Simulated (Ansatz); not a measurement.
**Ta under a change: biaxial strain −3.00 %, plane normal [001], relaxed out of plane**

The reference is Ta in the bcc (W type) structure (space group Im-3m, No. 229; a = 3.2541 Å; relaxed with 0.1 eV smearing). Axes: x, y, z lie along the cube axes.

One thing is altered: compressive biaxial strain of 3.00 % in the plane normal to [001], as in epitaxy on a mismatched substrate; the out-of-plane cell vector and the atoms relax.

Level of theory: Ansatz (a quantum-chemistry and plane-wave program), LDA, PAW, cutoff 420 eV, no SOC. k-mesh 28×28×28 (Γ-centred); smearing 0.1 eV (Fermi–Dirac).

* **Volume per atom**: 16.81 Å³ (base 17.23 Å³)
* **Space group**: I4/mmm (No. 139) (base Im-3m (No. 229))
* **Shortest interatomic distance**: 2.798 Å (base 2.818 Å)
* **Energy relative to the base (free energy F)**: +29 meV/atom
* **Pressure (mean of the normal stresses, compression positive)**: 6.0 GPa (base 0.0 GPa)
* **Band gap**: zero (base zero)
* **Out-of-plane strain**: +3.71 %
* **Ratio −ε⊥/ε∥**: 1.24
* **Mean in-plane stress (compression positive)**: +9.0 GPa

Cost of the whole job for the changed cell (relaxation, final SCF and bands): around 2.4 core-minutes (rough).

Stability against distortions was not tested. All final runs are without spin polarisation.
